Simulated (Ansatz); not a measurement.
SiPbO₃ (model structure, Pm-3m, No. 221, 5 atoms in the cell), treated with G0W0@PBEsol in Ansatz (hard PAW, contour deformation).

The cell is the one relaxed with PBEsol. Conventional cell: a = 3.7053 Å, b = 3.7053 Å, c = 3.7053 Å, α = 90.00°, β = 90.00°, γ = 90.00°.

One run with a 6×6×6 mesh, response cutoff 100 eV and 212 empty bands, not extrapolated in mesh or basis; no spin–orbit coupling.

Highest filled and lowest empty level by k point (fractions of the reciprocal vectors of the cell (3.705 -0.000 0.000) (-0.000 3.705 0.000) (-0.000 0.000 3.705) Å; eV from the valence maximum of each method):

```json
[
 {"k": "0 0 0", "PBEsol filled": "-2.32", "PBEsol empty": "1.55", "QP filled": "-2.60", "QP empty": "2.89"},
 {"k": "0 0 0.333", "PBEsol filled": "-1.12", "PBEsol empty": "4.12", "QP filled": "-1.21", "QP empty": "5.63"},
 {"k": "0 0.167 0.167", "PBEsol filled": "-1.75", "PBEsol empty": "3.03", "QP filled": "___", "QP empty": "___"},
 {"k": "0 0.333 0.333", "PBEsol filled": "-0.49", "PBEsol empty": "5.16", "QP filled": "-0.55", "QP empty": "6.38"},
 {"k": "0 0.333 -0.5", "PBEsol filled": "-0.43", "PBEsol empty": "5.21", "QP filled": "___", "QP empty": "___"},
 {"k": "0.167 0.167 0.167", "PBEsol filled": "-1.54", "PBEsol empty": "3.45", "QP filled": "-1.69", "QP empty": "4.90"},
 {"k": "0.167 0.167 -0.5", "PBEsol filled": "-0.49", "PBEsol empty": "4.42", "QP filled": "-0.55", "QP empty": "5.55"},
 {"k": "0.167 0.333 -0.5", "PBEsol filled": "-1.12", "PBEsol empty": "5.59", "QP filled": "-1.29", "QP empty": "6.88"}
]
```

Task: Estimate the withheld levels to about 0.1 eV.

Result: 
- 0 0.167 0.167, QP filled: -1.92
- 0 0.167 0.167, QP empty: 4.46
- 0 0.333 -0.5, QP filled: -0.49
- 0 0.333 -0.5, QP empty: 6.45

Note: filled d or f shells below the valence bands can shift G0W0 gaps through exchange with them, which wasn't tested here; the relaxation could raise the start's symmetry but not lower it, so the cell can be a saddle point.

A model structure was made by putting elements into a prototype or built by hand; it is no filed structure, need not be a known phase, and can be a saddle point held by its symmetry.

Ansatz is a program for electronic structure.
